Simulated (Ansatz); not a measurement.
Here is the system:

```
CELL_PARAMETERS angstrom
      3.23057     0.00000     0.00000
     -1.61529     2.79776     0.00000
      0.00000     0.00000    12.41078
ATOMIC_POSITIONS crystal
  W  0.66667 0.33333 0.75000
  W  0.33333 0.66667 0.25000
  Se 0.33333 0.66667 0.88545
  Se 0.66667 0.33333 0.11455
  Se 0.66667 0.33333 0.38545
  Se 0.33333 0.66667 0.61455
```

Calculation: PBEsol+D3BJ with spin-orbit coupling, rigid bands (plane waves, PAW; Ansatz, an electronic-structure program). How the cell was made: cell and atoms relaxed with PBEsol+d3bj.

**Question.** What conductivity effective mass do dilute electrons have at 300 K?

**Answer.** 0.43 (x), 0.43 (y), 0.38 (z) mₑ.

**Question.** What conductivity effective mass do dilute holes have at 300 K?

**Answer.** 0.59 (x), 0.59 (y), 1.36 (z) mₑ.

**Question.** And the band gap?

**Answer.** 0.60 eV at this level; semilocal functionals usually fall short of the measured gap.

Rigid bands, one relaxation time for all states, no polarons. Geometry: cell and atoms relaxed with PBEsol+D3(BJ).

PBEsol with a dispersion correction tends to overbind, so the cell can be several per cent short, in bad cases over ten, which usually narrows a gap: WSe2 (P6_3/mmc).
